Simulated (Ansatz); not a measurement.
Consider the following.

```
SnSe
1.0
   11.23008     0.00000     0.00000
    0.00000     4.11174     0.00000
    0.00000     0.00000     4.23722
Sn Se
4 4
Direct
  0.61616   0.75000   0.55016
  0.88384   0.25000   0.05016
  0.38384   0.25000   0.44984
  0.11616   0.75000   0.94984
  0.36072   0.75000   0.98434
  0.13928   0.25000   0.48434
  0.63928   0.25000   0.01566
  0.86072   0.75000   0.51566
```

No spin polarisation.

Electron doping at 3.0×10^21 cm⁻³ (0.587 per cell), with a uniform compensating background at fixed cell and a 300 K Fermi–Dirac width.

Computed with Ansatz (an electronic-structure program) PBEsol-D3(BJ), no spin-orbit coupling. k-mesh 4×11×11 (Γ-centred); smearing 0.0259 eV (Fermi–Dirac).

### Question
What Fermi level relative to the doped band's edge (positive inside the band; to 0.05 eV) does the calculation give?

### Answer
+0.65 eV.

### Question
What gap character does the calculation give?

### Answer
Indirect, Γ–Z (83 % along) → Γ–Z (17 % along).

Charged cell with a jellium background: band edges are those of the host's band count, energies are not comparable with the neutral cell, and many-body gap narrowing is missing. Stability against distortions was not tested. The cell was made from SnSe in the GeS type structure (space group Pnma, No. 62) by this change: electrons 3.0×10^21 cm⁻³.
